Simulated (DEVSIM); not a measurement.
Structure: Schottky contact on n-type GaN, at 300 K.

```tsv
layer (left to right)	material	thickness (μm)	Nd (cm⁻³)	τn (s)	τp (s)
1	GaN	4.40	2e15	1e-9	1e-9
```

Left contact: Schottky, work function 5.56 eV, emission velocity 1.7e6 cm/s. Right contact: ohmic. Voltage is applied to the left contact. Recombination: SRH at mid-gap. Mobility is constant in doping.

The device is made up for the run: typed textbook-type constants, with dimensions and the other settings drawn at random. Values at 300 K.

```tsv
parameter	GaN
gap (eV)	3.43
affinity (eV)	4.1
permittivity	9.5
Nc (cm⁻³)	2.3e18
Nv (cm⁻³)	4.6e19
μn (cm²/Vs)	1200
μp (cm²/Vs)	100
```

Model (solved in DEVSIM): 1D drift-diffusion, Boltzmann statistics, complete ionisation; no tunnelling, impact ionisation, image-force lowering or self-heating. Metal contacts follow the ideal Schottky-Mott rule: no Fermi-level pinning, no interface dipoles.

Task: Give the dark forward current.

Result: 
```json
[
 {"V (V)": "0.30", "J (A/cm²)": "1.9e-14"},
 {"V (V)": "0.35", "J (A/cm²)": "1.3e-13"},
 {"V (V)": "0.45", "J (A/cm²)": "6.4e-12"},
 {"V (V)": "0.50", "J (A/cm²)": "4.4e-11"},
 {"V (V)": "0.55", "J (A/cm²)": "3.0e-10"},
 {"V (V)": "0.60", "J (A/cm²)": "2.1e-9"},
 {"V (V)": "0.70", "J (A/cm²)": "1.0e-7"},
 {"V (V)": "0.75", "J (A/cm²)": "6.9e-7"},
 {"V (V)": "0.80", "J (A/cm²)": "4.7e-6"},
 {"V (V)": "0.85", "J (A/cm²)": "3.3e-5"},
 {"V (V)": "0.95", "J (A/cm²)": "0.0015"},
 {"V (V)": "1.00", "J (A/cm²)": "0.011"},
 {"V (V)": "1.05", "J (A/cm²)": "0.072"},
 {"V (V)": "1.10", "J (A/cm²)": "0.48"},
 {"V (V)": "1.20", "J (A/cm²)": "13"},
 {"V (V)": "1.25", "J (A/cm²)": "33"},
 {"V (V)": "1.30", "J (A/cm²)": "63"},
 {"V (V)": "1.35", "J (A/cm²)": "97"},
 {"V (V)": "1.45", "J (A/cm²)": "170"},
 {"V (V)": "1.50", "J (A/cm²)": "210"},
 {"V (V)": "1.55", "J (A/cm²)": "250"},
 {"V (V)": "1.60", "J (A/cm²)": "290"},
 {"V (V)": "1.70", "J (A/cm²)": "370"},
 {"V (V)": "1.75", "J (A/cm²)": "420"},
 {"V (V)": "1.80", "J (A/cm²)": "460"},
 {"V (V)": "1.85", "J (A/cm²)": "500"},
 {"V (V)": "1.95", "J (A/cm²)": "590"},
 {"V (V)": "2.00", "J (A/cm²)": "630"}
]
```
